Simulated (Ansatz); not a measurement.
Start from MgSe in the rock salt structure (space group Fm-3m, No. 225).

```
MgSe
1.0
    0.00000     2.72478     2.72478
    2.72478     0.00000     2.72478
    2.72478     2.72478     0.00000
Mg Se
1 1
Direct
  0.00000   0.00000   0.00000
  0.50000   0.50000   0.50000
```

Cartesian axes are those of the cell as printed.

The values are results of PBEsol (Ansatz, a program for electronic structure, PAW, spin-orbit coupling left out), not measurements.

Strains are applied to the cell and any free atomic positions relax; under biaxial strain the out-of-plane vector relaxes too.

One change was made to it. Results:

The smallest direct gap increases by 0.062 eV, from 2.50 eV to 2.57 eV; the band gap falls by 0.11 eV to 1.67 eV.

Name the change that was made.
(A) biaxial strain −2.50 %, plane normal [111], relaxed out of plane
(B) biaxial strain −0.83 %, plane normal [111], relaxed out of plane
(C) biaxial strain −0.42 %, plane normal [111], relaxed out of plane

A, biaxial strain −2.50 %, plane normal [111], relaxed out of plane. For comparison, the band gap in the other runs: biaxial strain −0.42 %, plane normal [111], relaxed out of plane gives 1.76 eV; biaxial strain −0.83 %, plane normal [111], relaxed out of plane gives 1.75 eV.

Whether these cells are dynamically stable was not tested.
